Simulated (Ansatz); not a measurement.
Base system: GaCuSe₂ in the chalcopyrite structure (space group I-42d, No. 122).

```
GaCuSe2
1.0
   -2.83588     2.83588     5.63132
    2.83588    -2.83588     5.63132
    2.83588     2.83588    -5.63132
Ga Cu Se
2 2 4
Direct
  0.50000   0.50000   0.00000
  0.25000   0.75000   0.50000
  0.00000   0.00000   0.00000
  0.75000   0.25000   0.50000
  0.87500   0.88122   0.50622
  0.11878   0.62500   0.99378
  0.37500   0.36878   0.49378
  0.63122   0.12500   0.00622
```

The values are results of PBE (Ansatz, an electronic-structure program, PAW, spin-orbit coupling left out), not measurements.

Strains are applied to the cell and any free atomic positions relax.

One change was made to it. Results:

```csv
quantity,base,after
energy relative to the base (free energy F),0 meV/atom,+8.1 meV/atom
"pressure (mean of the normal stresses, compression positive)",0.0 GPa,-2.4 GPa
```

Task: Which of these changes matches the shifts?
(A) isotropic strain +1.50 %
(B) isotropic strain +2.25 %
(C) isotropic strain +3.00 %

Result: A, isotropic strain +1.50 %. For comparison, the energy relative to the base in the other runs: isotropic strain +2.25 % gives +18 meV/atom; isotropic strain +3.00 % gives +31 meV/atom.

Stability against distortions was not tested. All final runs are without spin polarisation.
